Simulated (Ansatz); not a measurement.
Ir, response to strain

Start from Ir in the fcc (Cu type) structure (space group Fm-3m, No. 225; a = 3.831 Å; relaxed with 0.1 eV smearing).

Strains are applied to the cell and any free atomic positions relax.

Computed with PBEsol (Ansatz, a quantum-chemistry and plane-wave program; PAW; 420 eV plane waves; scalar-relativistic without spin-orbit coupling).

Notes on the quantities. energy relative to the base: free energy F.

```csv
variant,shortest interatomic distance,energy relative to the base,pressure
base,2.709 Å,0 meV/atom,0.0 GPa
isotropic strain −3.00 %,2.628 Å,+155 meV/atom,44.3 GPa
isotropic strain −1.50 %,2.668 Å,+36 meV/atom,19.6 GPa
isotropic strain −1.00 %,2.682 Å,+16 meV/atom,12.5 GPa
isotropic strain −0.50 %,2.695 Å,+3.9 meV/atom,6.0 GPa
isotropic strain +0.50 %,2.723 Å,+3.7 meV/atom,-5.6 GPa
isotropic strain +1.00 %,2.736 Å,+15 meV/atom,-10.7 GPa
isotropic strain +2.00 %,2.763 Å,+56 meV/atom,-19.7 GPa
isotropic strain +2.50 %,2.777 Å,+86 meV/atom,-23.6 GPa
isotropic strain +3.00 %,2.790 Å,+121 meV/atom,-27.3 GPa
```

Stability against distortions was not tested. All final runs are without spin polarisation.
